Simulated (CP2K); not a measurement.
# CP2K run on Ag2O (Pn-3m, 6 atoms in the cell): self-consistent single point

Level of theory: PBE, GPW, DZVP-MOLOPT-PBE-GTH basis, GTH-PBE potentials (POTENTIAL_UZH) (CP2K).

This input was run:

```
&GLOBAL
  PROJECT scf
  RUN_TYPE ENERGY_FORCE
  PRINT_LEVEL MEDIUM
&END GLOBAL
&FORCE_EVAL
  METHOD Quickstep
  STRESS_TENSOR ANALYTICAL
  &DFT
    BASIS_SET_FILE_NAME BASIS_MOLOPT_UZH
    POTENTIAL_FILE_NAME POTENTIAL_UZH
    &QS
      METHOD GPW
      EPS_DEFAULT 1E-10
    &END QS
    &MGRID
      CUTOFF 500
      REL_CUTOFF 60
      NGRIDS 5
    &END MGRID
    &SCF
      SCF_GUESS ATOMIC
      EPS_SCF 1E-6
      MAX_SCF 100
      ADDED_MOS 10
      &DIAGONALIZATION
        ALGORITHM STANDARD
      &END DIAGONALIZATION
      &MIXING
        METHOD BROYDEN_MIXING
        ALPHA 0.4
        NBUFFER 12
        BETA 1.5
      &END MIXING
      &SMEAR ON
        METHOD FERMI_DIRAC
        ELECTRONIC_TEMPERATURE [K] 580.23
      &END SMEAR
    &END SCF
    &KPOINTS
      SCHEME MONKHORST-PACK 5 5 5
    &END KPOINTS
    &XC
      &XC_FUNCTIONAL PBE
      &END XC_FUNCTIONAL
    &END XC
    &PRINT
      &MO
        EIGENVALUES T
        OCCUPATION_NUMBERS T
        NDIGITS 8
        FILENAME mo
        &EACH
          QS_SCF 0
        &END EACH
        ADD_LAST NUMERIC
      &END MO
      &MULLIKEN ON
      &END MULLIKEN
    &END PRINT
  &END DFT
  &SUBSYS
    &CELL
      A 4.84352000 0.00000000 0.00000000
      B 0.00000000 4.84352000 0.00000000
      C 0.00000000 0.00000000 4.84352000
      PERIODIC XYZ
    &END CELL
    &COORD
      Ag       3.63264000     1.21088000     3.63264000
      Ag       1.21088000     3.63264000     3.63264000
      Ag       3.63264000     3.63264000     1.21088000
      Ag       1.21088000     1.21088000     1.21088000
      O        0.00000000     0.00000000     0.00000000
      O        2.42176000     2.42176000     2.42176000
    &END COORD
    &KIND Ag
      BASIS_SET DZVP-MOLOPT-PBE-GTH-q11
      POTENTIAL GTH-PBE-q11
    &END KIND
    &KIND O
      BASIS_SET DZVP-MOLOPT-PBE-GTH-q6
      POTENTIAL GTH-PBE-q6
    &END KIND
  &END SUBSYS
  &PRINT
    &FORCES ON
    &END FORCES
    &STRESS_TENSOR ON
    &END STRESS_TENSOR
  &END PRINT
&END FORCE_EVAL
```

Output, abridged:

```
 GLOBAL| Method name                                                        CP2K
 GLOBAL| Project name                                                        scf
 GLOBAL| Run type                                                   ENERGY_FORCE

 CELL| Volume [angstrom^3]:                                           113.627458
 CELL| Vector a [angstrom]:       4.844     0.000     0.000   |a| =     4.843520
 CELL| Vector b [angstrom]:       0.000     4.844     0.000   |b| =     4.843520
 CELL| Vector c [angstrom]:       0.000     0.000     4.844   |c| =     4.843520
 CELL| Angle (b,c), alpha [degree]:                                    90.000000
 CELL| Angle (a,c), beta  [degree]:                                    90.000000
 CELL| Angle (a,b), gamma [degree]:                                    90.000000
 CELL| Numerically orthorhombic:                                             YES
 CELL| Periodicity                                                           XYZ

 DFT| Spin restricted Kohn-Sham (RKS) calculation                            RKS
 DFT| Multiplicity                                                             1
 DFT| Number of spin states                                                    1
 DFT| Charge                                                                   0
 DFT| XC density smoothing                                                  NONE
 DFT| XC derivatives                                                          PW

 QS| Method:                                                                 GPW
 QS| Density plane wave grid type                        NON-SPHERICAL FULLSPACE
 QS| Number of grid levels:                                                    5
 QS| Density cutoff [a.u.]:                                                250.0
 QS| Multi grid cutoff [a.u.]: 1) grid level                               250.0
   [... lines left out ...]
 BRILLOUIN| Wavefunction type                                            COMPLEX
 BRILLOUIN| List of Kpoints [2 Pi/Bohr]                                       63
 BRILLOUIN| Number           Weight            X              Y              Z
 BRILLOUIN|     1           0.01600       -0.40000       -0.40000       -0.40000
 BRILLOUIN|     2           0.01600       -0.40000       -0.40000       -0.20000
 BRILLOUIN|     3           0.01600       -0.40000       -0.40000        0.00000
   [... 60 lines left out ...]
 *******************************************************************************

 Extrapolation method: initial_guess

 Re-scaling the density matrix to get the right number of electrons
                  # Electrons              Trace(P)               Scaling factor
                           56                56.000                        1.000

 Number of electrons:                                                         56
 Number of occupied orbitals:                                                 28
 Number of molecular orbitals:                                                38

 Number of orbital functions:                                                126
 Number of independent orbital functions:                                    126
 SCF WAVEFUNCTION OPTIMIZATION

  Step     Update method      Time    Convergence         Total energy    Change
     1 NoMix/Diag. 0.40E+00      -     0.44365459      -180.4314153070 -1.80E+02
     2 Broy./Diag. 0.40E+00      -     0.10106280      -178.8922706066  1.54E+00
     3 Broy./Diag. 0.40E+00      -     0.06712497      -180.8733275820 -1.98E+00
     4 Broy./Diag. 0.40E+00      -     0.01484424      -180.7571572375  1.16E-01
     5 Broy./Diag. 0.40E+00      -     0.01044219      -180.2515889475  5.06E-01
     6 Broy./Diag. 0.40E+00      -     0.00796524      -180.3390845903 -8.75E-02
     7 Broy./Diag. 0.40E+00      -     0.00346648      -180.4325396032 -9.35E-02
   [... 4 lines left out ...]
    12 Broy./Diag. 0.40E+00      -     0.00000595      -180.4592500294 -7.24E-04
    13 Broy./Diag. 0.40E+00      -     0.00000539      -180.4592387846  1.12E-05
    14 Broy./Diag. 0.40E+00      -     0.00000240      -180.4591295801  1.09E-04
    15 Broy./Diag. 0.40E+00      -     0.00000124      -180.4590731518  5.64E-05
    16 Broy./Diag. 0.40E+00      -     0.00000012      -180.4590465549  2.66E-05
  *** SCF run converged in    16 steps ***

  Electronic density on regular grids:        -55.9999999994        0.0000000006
  Core density on regular grids:               55.9999999935       -0.0000000065
  Total charge density on r-space grids:       -0.0000000059
  Total charge density g-space grids:          -0.0000000059

  Overlap energy of the core charge distribution:               0.00000002590652
  Self energy of the core charge distribution:               -321.52420363691510
  Core Hamiltonian energy:                                    104.50362034764696
  Hartree energy:                                              66.75411192950094
  Exchange-correlation energy:                                -30.19246511254923
  Electronic entropic energy:                                  -0.00011010852768
  Fermi energy:                                                 0.13424275444495

  Total energy:                                              -180.45904655489622
  Total energy (extrapolated to T->0):                       -180.45899150063238

                     Mulliken Population Analysis

 #  Atom  Element  Kind  Atomic population                           Net charge
       1     Ag       1         10.616476                              0.383524
       2     Ag       1         10.616476                              0.383524
       3     Ag       1         10.616480                              0.383520
       4     Ag       1         10.616487                              0.383513
       5     O        2          6.767041                             -0.767041
       6     O        2          6.767041                             -0.767041
 # Total charge                             56.000000                  0.000000

 ENERGY| Total FORCE_EVAL ( QS ) energy [hartree]           -180.459045420275487

 FORCES| Atomic forces [hartree/bohr]
 FORCES|   Atom     x               y               z               |f|
 FORCES|      1 -3.25502805E-09  2.19721682E-08 -2.15598798E-08   3.09548026E-08
 FORCES|      2 -2.99923500E-08  4.39138358E-08  4.41394478E-08   6.91104687E-08
 FORCES|      3 -3.25985168E-09 -2.17874071E-08  2.17477306E-08   3.09561226E-08
 FORCES|      4 -2.99429594E-08 -4.36734340E-08 -4.39034460E-08   6.87856252E-08
 FORCES|      5  1.31840436E-07 -1.01425487E-07  7.50616821E-08   1.82491879E-07
 FORCES|      6 -6.48954345E-08  1.01657761E-07 -7.48330502E-08   1.41935560E-07
 FORCES| Sum     4.94811867E-10  6.57436584E-10  6.52484382E-10
 FORCES| Total atomic force                                       1.05014166E-09

 STRESS| Analytical stress tensor [bar]
 STRESS|                        x                   y                   z
 STRESS|      x       -1.99815296589E+03   2.67725619416E-01   1.04252309052E-02
 STRESS|      y        2.67725619416E-01  -1.99812105180E+03   1.04573654066E-01
 STRESS|      z        1.04252309052E-02   1.04573654066E-01  -1.99806392030E+03
 STRESS| 1/3 Trace                                            -1.99811264600E+03
```

The run converged in 16 iterations.

The starting cell has typed, rounded lattice constants, without a prior relaxation at this level. Its lattice was rescaled by a random factor within 2.5 % of one. Values carry the incompleteness of an atom-centred basis. The run gives no clean gap (levels at the Fermi energy touch, overlap or are partly filled at this smearing), which alone does not show that the compound is a metal.

Cost on one core of a shared machine: roughly 70 s.
